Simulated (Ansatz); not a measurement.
## hypothetical wurtzite BeS with two functionals, pressure 0.3 GPa

The parent structure is BeS in the wurtzite structure (space group P6_3mc, No. 186; a = 3.439 Å, c = 5.667 Å; a hypothetical phase, not in the database extracts checked).

(Cell as relaxed with PBE.)

Levels (all Ansatz, a first-principles code, PAW): PBE (420 eV, no spin-orbit coupling); PBEsol (420 eV, spin-orbit coupling left out).

Each level relaxes its own structure.

| base | PBE | PBEsol |
|---|---|---|
| volume per atom | 14.51 Å³ | 14.18 Å³ |
| lattice parameter a | 3.439 Å | 3.412 Å |
| band gap | 3.71 eV | 3.44 eV |

Now apply this change: a hydrostatic pressure of 0.3 GPa.

```json
[
 {"quantity": "electron mass", "PBE": "0.31 mₑ along c, 0.54 mₑ across (at K)", "PBEsol": "0.30 mₑ along c, 0.51 mₑ across (at K)"},
 {"quantity": "band gap", "PBE": "3.69 eV", "PBEsol": "3.42 eV"},
 {"quantity": "volume per atom", "PBE": "14.47 Å³", "PBEsol": "14.13 Å³"}
]
```

PBE's band gap lies 0.27 eV above PBEsol's; PBE's volume per atom lies 0.34 Å³ above PBEsol's (2.4 %). Neither level is exact; PBEsol is the comparison here, not a measurement.

Load acts through the strain it causes; cell and atoms are relaxed under it. Masses are band curvatures over ±0.01 Å⁻¹ around the edge. Whether these cells are dynamically stable was not tested.
